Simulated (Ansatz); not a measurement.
The starting structures come from a database of crystals and need not be the phases stable at ambient conditions.

 Where the default PAW files enter, the runs use the earlier of Ansatz's two default sets.

The decay constant κ of evanescent states in the gap governs leakage through a thin film.

Consider the following.

```
CELL_PARAMETERS angstrom
      5.39108     0.00000     0.00000
     -2.69554     6.16845     0.00000
      2.69554     1.17792     4.51778
ATOMIC_POSITIONS crystal
  K  0.41837 0.62755 0.79082
  K  0.58163 0.37245 0.20918
  Ca 0.00000 0.00000 0.00000
  C  0.17475 0.76213 0.41262
  C  0.82525 0.23787 0.58738
  O  0.96449 0.23911 0.72538
  O  0.03551 0.76089 0.27462
  O  0.54924 0.23911 0.72538
  O  0.45076 0.76089 0.27462
  O  0.96449 0.23911 0.31013
  O  0.03551 0.76089 0.68987
```

Space group of this cell: R-3m. The cell is taken as given; by r2SCAN its mean pressure is -0.7 GPa.

Transport runs along the normal of the first two printed cell vectors, the (101) plane of the conventional cell.

No gap correction and no spin-orbit coupling; mid-gap values are interpolated between computed energies.

Question: Give the band gap and the smallest decay constant κ at mid-gap that r2SCAN (Ansatz, a program for electronic structure) yields.

Answer: Gap 5.17 eV on a 8×8×8 mesh; κ = 0.499 1/Å, at the zone centre.
